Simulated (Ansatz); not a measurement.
A relaxation of cell and atoms of Fe2Ge (P6/mmm, 3 atoms in the cell) with Ansatz (a first-principles code).

Method of the run: PBEsol, default PAW files made with PBE (plane waves; Ansatz).

The change in words: atoms on their sites; basis.ecutwfc: 30.9 Ry → 46.3 Ry; relax: default → cell and atoms. Reference geometry:
```
Fe2Ge
1.0
    4.17612     0.00000     0.00000
   -2.08806     3.61663     0.00000
    0.00000     0.00000     2.63435
Fe Ge
2 1
Cartesian
  2.08806   1.20554   1.31717
  0.00000   2.41109   1.31717
  0.00000   0.00000   0.05000
```
Moments meant for the start (each program seeds them in its own way; μB, in the order of the atoms Fe Fe Ge): 4.0 4.0 0.0.

Reference input (self-consistent single point, DFT, PBEsol, plane waves, default PAW files made with PBE): basis.ecutwfc = 30.9 Ry; kpoints.mp_grid.grid = 7 7 8; hamiltonian.xc = pbesol; hamiltonian.pseudopotentials = {kind: paw} (the program's default PAW files); magnetization.spin_polarized = true; scf.occupations.method = fermi_dirac; scf.occupations.width = 0.0073 Ry. This run's input differs from it in these lines:

Ansatz 0.2 input:
```diff
@@ -8,5 +8,5 @@
     - { symbol: Fe, position: [0.33333300, 0.66666700, 0.50000000], spin: 4.0 }
-    - { symbol: Ge, position: [0.00000000, 0.00000000, 0.01898000] }
+    - { symbol: Ge, position: [0.00000000, 0.00000000, 0.00000000] }
 basis:
-  ecutwfc: 30.9 Ry
+  ecutwfc: 46.3 Ry
 kpoints:
@@ -20,2 +20,4 @@
   occupations: { method: fermi_dirac, width: 0.0073 Ry }
+relax:
+  cell: {}
 output:
```

Output, abridged:

```
   [... SCF lines of the steps left out ...]
relax step   1: F+E_penalty+E_count = -13150.50963616 eV  Δ(F+E_penalty+E_count) = +0.000e0 eV  max|allowed force component| = 4.626e-17 eV/Å  Δτ_max = 0.0000 Å  P = -7.691 GPa  Ω = 39.788 Å³  (12 SCF iters, dr2 threshold 1.00e-7 eV, accepted)
relax step   2: F+E_penalty+E_count = -13150.57017062 eV  Δ(F+E_penalty+E_count) = -6.053e-2 eV  max|allowed force component| = 4.009e-17 eV/Å  Δτ_max = 0.0000 Å  P = -3.913 GPa  Ω = 38.116 Å³  energy of the carried Pulay correction = +1.527e-4 eV  [...]
   [... lines left out ...]
relax step   8: F+E_penalty+E_count = -13150.64995408 eV  Δ(F+E_penalty+E_count) = -1.101e-5 eV  max|allowed force component| = 3.701e-17 eV/Å  Δτ_max = 0.0000 Å  P = -0.019 GPa  Ω = 35.062 Å³  energy of the carried Pulay correction = +4.645e-4 eV  [...]
relax step   9: F+E_penalty+E_count = -13150.64955596 eV  Δ(F+E_penalty+E_count) = +3.981e-4 eV  max|allowed force component| = 2.776e-17 eV/Å  Δτ_max = 0.0000 Å  P = -0.021 GPa  Ω = 35.062 Å³  stress off target by 2.79e-2 GPa  SCF on the basis [...]
basis re-selected at this cell: Δ(F+E_penalty+E_count) = +3.981e-4 eV, ΔP = -0.003 GPa vs the last step
the relaxation is at rest under the 24 symmetry operations that the run kept from its start: a minimum is not shown …
the relaxation's final electronic state is not compared with the one that a single-point calculation of its input finds at the relaxed geometry …
Magnetization: 2.4398 μB (24.2199 up, 21.7801 down)
   [... lines left out ...]
Absolute magnetization: 2.5771 μB (∫|ρ↑−ρ↓|, with the PAW one-centre terms)
Free energy (F): -13150.649556 eV
Fermi energy:    18.867315 eV
   [... lines left out ...]
  cell:  # Å, volume = 35.0625 Å³
    - [3.910718572999164, -2.7032917552982566e-7, 0.0]
    - [-1.9553590523876483, 3.386781766433492, 0.0]
    - [0.0, 0.0, 2.6472718896189584]
  atoms:
    - { symbol: Fe, position: [0.6666666666666666, 0.3333333333333333, 0.5] }
    - { symbol: Fe, position: [0.3333333333333332, 0.6666666666666665, 0.5] }
    - { symbol: Ge, position: [1.963240941709809e-34, 7.654992294732653e-35, 0.0] }
```

The run converged. 

Summary of the result:
* **Free energy E − TS (on the zero of these files)**: -13150.6496 eV
* **Fermi level (on the code's own zero)**: 18.87 eV
* **Pressure**: -0.02 GPa
* **Size of the cell's spin moment**: 2.44 μB
* **Final cell**: a = b = 3.911 Å, c = 2.647 Å, α = β = 90.00°, γ = 120.00°
* **Final volume per atom**: 11.69 Å³
* **Relaxation steps**: 9

The starting cell comes from a database of computed structures (which also holds hypothetical and non-ambient phases and stackings), without a prior relaxation at this level. Its lattice was rescaled by up to half a per cent. The magnetic order is the one reached from the typed start; others were not searched systematically. The relaxation keeps the symmetry of its start, so its end need not be a minimum. Ansatz's pressure includes its estimate of the finite-basis (Pulay) stress.

Cost on one core of a shared machine: roughly 2 min.
